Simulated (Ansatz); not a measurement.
Ansatz (a program for electronic structure) run on CsLiBr₂ (P4mm, 8 atoms in the cell): self-consistent single point.

Level of theory: LDA (PW92), default PAW files made with PBE (plane waves; Ansatz).

The change in words: 1 x 1 x 1 supercell, one Br atom moved by 0.02 angstrom along z. Reference geometry:
```yaml
crystal:
  lattice:
    - [5.20715, 0.00000, 0.00000]
    - [0.00000, 5.20715, 0.00000]
    - [0.00000, 0.00000, 9.97971]
  atoms:
    - { symbol: Cs, position: [0.00000, 0.50000, 0.30003] }
    - { symbol: Cs, position: [0.50000, 0.00000, 0.69997] }
    - { symbol: Li, position: [0.50000, 0.00000, 0.08248] }
    - { symbol: Li, position: [0.00000, 0.50000, 0.91752] }
    - { symbol: Br, position: [0.00000, 0.50000, 0.66592] }
    - { symbol: Br, position: [0.50000, 0.00000, 0.33408] }
    - { symbol: Br, position: [0.00000, 0.00000, 0.00000] }
    - { symbol: Br, position: [0.50000, 0.50000, 0.00000] }
```

Reference input (self-consistent single point, DFT, LDA (PW92), plane waves, default PAW files made with PBE): basis.ecutwfc = 420 eV; kpoints.mp_grid.grid = 5 5 3; hamiltonian.xc = lda; hamiltonian.pseudopotentials = {kind: paw} (the program's default PAW files); scf.occupations.method = fermi_dirac; scf.occupations.width = 0.05 eV. This run's input differs from it in these lines:

```diff
@@ -11,3 +11,3 @@
     - { symbol: Li, position: [0.000000, 0.500000, 0.917520] }
-    - { symbol: Br, position: [0.000000, 0.500000, 0.665920] }
+    - { symbol: Br, position: [0.000000, 0.500000, 0.667924] }
     - { symbol: Br, position: [0.500000, 0.000000, 0.334080] }
```

Log, with long lists cut:

```
SCF iter   1: F=—  HF=-22201.905762 eV  |F-HF|=—  |Δ(HF+E_count)|=         —  Δρ=3.86e-3  dr2=2.44e-2  ethr=1.77e-3  ⟨swp⟩=11.7  Hψ=2457  notcnv=0
all-band conjugate gradients solve this SCF's bands
preconditioner: auto → Resta (q_TF=auto, 2.073 Å⁻¹)
SCF iter   2: F=—  HF=-22201.894304 eV  |F-HF|=—  |Δ(HF+E_count)|=   1.15e-2  Δρ=2.07e-3  dr2=9.19e-3  ethr=4.68e-5  ⟨swp⟩=2.1  Hψ=826  notcnv=0  defer=6
   [... lines left out ...]
SCF iter   4: F=—  HF=-22201.891271 eV  |F-HF|=—  |Δ(HF+E_count)|=   5.84e-5  Δρ=9.78e-5  dr2=4.01e-5  ethr=8.70e-7  ⟨swp⟩=2.4  Hψ=648  notcnv=0  defer=6
SCF iter   5: F=—  HF=-22201.891371 eV  |F-HF|=—  |Δ(HF+E_count)|=   9.93e-5  Δρ=1.97e-5  dr2=2.68e-6  ethr=7.72e-8  ⟨swp⟩=2.1  Hψ=657  notcnv=0  defer=6
SCF iter   6: F=—  HF=-22201.891372 eV  |F-HF|=—  |Δ(HF+E_count)|=   1.48e-6  Δρ=6.80e-6  dr2=2.37e-7  ethr=5.16e-9  ⟨swp⟩=2.5  Hψ=582  notcnv=0  defer=6
SCF iter   7: F=-22201.891372 eV  HF=-22201.891372 eV  |F-HF|=9.21e-9  |Δ(HF+E_count)|=   1.36e-8  Δρ=1.71e-6  dr2=1.36e-8  ethr=1.92e-10  ⟨swp⟩=12.0  Hψ=2086  notcnv=0
SCF 1 converged in 7 iterations: F = -22201.891372 eV  dr2 = 1.36e-8
Free energy (F): -22201.891372 eV
Internal energy: -22201.891372 eV  (E = F + TS)
E sigma→0 (E₀):  -22201.891372 eV
Fermi energy:    3.620683 eV
--- Forces (eV/Å), atoms counted from 1 ---
  atom   1  Cs     0.00000000     0.00000000     0.00806855
  atom   2  Cs    -0.00000000     0.00000000     0.00030181
  atom   3  Li     0.00000000     0.00000000     0.05639268
  atom   4  Li    -0.00000000     0.00000000    -0.03319607
  atom   5  Br    -0.00000000     0.00000000     0.04632445
  atom   6  Br     0.00000000     0.00000000    -0.09044639
  atom   7  Br    -0.00000000     0.00000000     0.00628338
  atom   8  Br     0.00000000     0.00000000     0.00628338
--- Stress (GPa, compression-positive) ---
       -2.074639       0.000000       0.000000
        0.000000      -2.074639       0.000000
        0.000000       0.000000      -1.779717
  P = ⅓ Tr σ = -1.9763 GPa (-19.763 kbar)
  The stress holds the Pulay correction. Without it, at fixed plane waves, as pw.x and ABINIT print it: P = -1.9897 GPa
```

The run converged in 7 iterations. Against the reference run the free energy hardly moves (within 1 meV/atom), the pressure hardly changes (-2.00 to -1.98 GPa), the largest force goes from 0.095 to 0.090 eV/Å and the gap on the mesh goes from 3.928 to 3.918 eV.

The starting cell comes from a database of computed structures (which also holds hypothetical and non-ambient phases and stackings), without a prior relaxation at this level. Its lattice was rescaled by up to half a per cent. For this run, on top of that: 1 x 1 x 1 supercell, one Br atom moved by 0.02 angstrom along z. Ansatz's pressure includes its estimate of the finite-basis (Pulay) stress.

Keys are those of Ansatz 0.2.
